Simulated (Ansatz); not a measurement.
The reference is Ir in the diamond structure (space group Fd-3m, No. 227; a hypothetical phase, not in the database extracts checked).

```
Ir
1.0
    0.00000     2.78369     2.78369
    2.78369     0.00000     2.78369
    2.78369     2.78369     0.00000
Ir
2
Cartesian
  4.17553   4.17553   4.17553
  2.78369   2.78369   2.78369
```

Level of theory: PBE (Ansatz, a first-principles code), scalar-relativistic without spin-orbit coupling.

Base values:

```
Item                       Value
-------------------  -----------
Lattice parameter a  10.521 bohr
```

It is then changed as follows: cell and atoms relaxed at a pressure of 10 GPa.

**Question.** What happens to the lattice parameter a?

**Answer.** The lattice parameter a shrinks by 0.167 bohr (10.521 bohr → 10.354 bohr).

Load acts through the strain it causes; cell and atoms are relaxed under it. No phonon test of stability was made. No other phases were tried under pressure. All final runs are without spin polarisation.
